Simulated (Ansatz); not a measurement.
Input and output of a self-consistent single point for KCaCl3 (P1, 5 atoms in the cell) (Ansatz, an electronic-structure program).

Computed with PBEsol, PAW files made with PBE (plane waves; Ansatz).

The change in words: atoms moved at random. Reference geometry:
```xyz
5
Lattice="3.8229 -3.8243 0.0000 3.8229 3.8243 0.0000 -0.0005 0.0000 5.4065" Properties=species:S:1:pos:R:3 pbc="T T T"
K      7.6303     0.0000     5.4064
Ca     3.8065     0.0000     2.6233
Cl     5.7147     1.9271     2.6102
Cl     5.7147    -1.9271     2.6102
Cl     3.8781     0.0000     5.3262
```

Reference input (self-consistent single point, DFT, PBEsol, plane waves, PAW files made with PBE): kpoints.mp_grid.grid = 3 3 3; hamiltonian.xc = pbesol; hamiltonian.pseudopotentials = {kind: paw} (the program's default PAW files); scf.occupations.method = fixed. This run's input differs from it in these lines:

Ansatz 0.2 input:
```diff
@@ -6,7 +6,7 @@
   atoms:
-    - { symbol: K, position: [0.99805000, 0.99805000, 0.99998000] }
-    - { symbol: Ca, position: [0.49789000, 0.49789000, 0.48521000] }
-    - { symbol: Cl, position: [0.49552000, 0.99942000, 0.48278000] }
-    - { symbol: Cl, position: [0.99942000, 0.49552000, 0.48278000] }
-    - { symbol: Cl, position: [0.50729000, 0.50729000, 0.98514000] }
+    - { symbol: K, position: [0.99352700, 0.99555300, 1.00241300] }
+    - { symbol: Ca, position: [0.49934800, 0.50671700, 0.49332800] }
+    - { symbol: Cl, position: [0.49793100, 0.99196000, 0.48888100] }
+    - { symbol: Cl, position: [0.99077000, 0.49426600, 0.47747500] }
+    - { symbol: Cl, position: [0.51659400, 0.50967500, 0.97379400] }
 kpoints:
```

The program printed (abridged):

```
SCF iter   1: F=—  HF=-6505.824156 eV  |F-HF|=—  |Δ(HF+E_count)|=         —  Δρ=5.11e-2  dr2=7.47e0  ethr=3.10e-3  ⟨swp⟩=7.0  Hψ=1755  notcnv=0  defer=30
all-band conjugate gradients solve this SCF's bands
preconditioner: auto → Resta (q_TF=auto, 2.170 Å⁻¹)
SCF iter   2: F=—  HF=-6503.362958 eV  |F-HF|=—  |Δ(HF+E_count)|=    2.46e0  Δρ=1.41e-2  dr2=6.61e-1  ethr=3.10e-3  ⟨swp⟩=5.2  Hψ=1124  notcnv=0  defer=20
   [... lines left out ...]
SCF iter   6: F=—  HF=-6503.110643 eV  |F-HF|=—  |Δ(HF+E_count)|=   5.38e-4  Δρ=7.22e-5  dr2=1.15e-5  ethr=9.76e-7  ⟨swp⟩=3.7  Hψ=686  notcnv=0  defer=42
SCF iter   7: F=—  HF=-6503.110656 eV  |F-HF|=—  |Δ(HF+E_count)|=   1.32e-5  Δρ=2.64e-5  dr2=1.92e-6  ethr=2.88e-8  ⟨swp⟩=2.0  Hψ=614  notcnv=0  defer=42
SCF iter   8: F=—  HF=-6503.110659 eV  |F-HF|=—  |Δ(HF+E_count)|=   3.13e-6  Δρ=7.20e-6  dr2=1.79e-7  ethr=4.80e-9  ⟨swp⟩=2.1  Hψ=545  notcnv=0  defer=42
SCF iter   9: F=-6503.110660 eV  HF=-6503.110660 eV  |F-HF|=3.42e-10  |Δ(HF+E_count)|=   2.59e-7  Δρ=2.36e-6  dr2=1.10e-8  ethr=2.50e-10  ⟨swp⟩=16.3  Hψ=2582  notcnv=0
SCF 1 converged in 9 iterations: F = -6503.110660 eV  dr2 = 1.10e-8
Free energy (F): -6503.110660 eV
Internal energy: -6503.110660 eV  (E = F + TS)
E sigma→0 (E₀):  -6503.110660 eV
Fermi energy:    0.878115 eV
--- Forces (eV/Å), atoms counted from 1 ---
  atom   1  K     -0.03472428     0.01936668     0.02501300
  atom   2  Ca    -0.34036556    -0.10371780    -0.39860959
  atom   3  Cl     0.23857286     0.28780707    -0.06430217
  atom   4  Cl     0.19211574    -0.21557844    -0.05273146
  atom   5  Cl    -0.05566771     0.01211979     0.49060965
--- Stress (GPa, compression-positive) ---
       -1.210804       0.075789      -0.010144
        0.075789      -1.167136      -0.025232
       -0.010144      -0.025232      -0.961282
  P = ⅓ Tr σ = -1.1131 GPa (-11.131 kbar)
  The stress holds the Pulay correction. Without it, at fixed plane waves, as pw.x and ABINIT print it: P = -1.1150 GPa
```

The run converged in 9 iterations. Against the reference run the free energy goes up by 8.9 meV/atom, the pressure goes from -1.32 to -1.11 GPa, the largest force goes from 0.050 to 0.534 eV/Å and the gap on the mesh hardly changes (4.771 to 4.767 eV).

The starting cell comes from a database of computed structures (which also holds hypothetical and non-ambient phases and stackings), without a prior relaxation at this level. For this run, on top of that: atoms moved at random. Ansatz's pressure includes its estimate of the finite-basis (Pulay) stress.
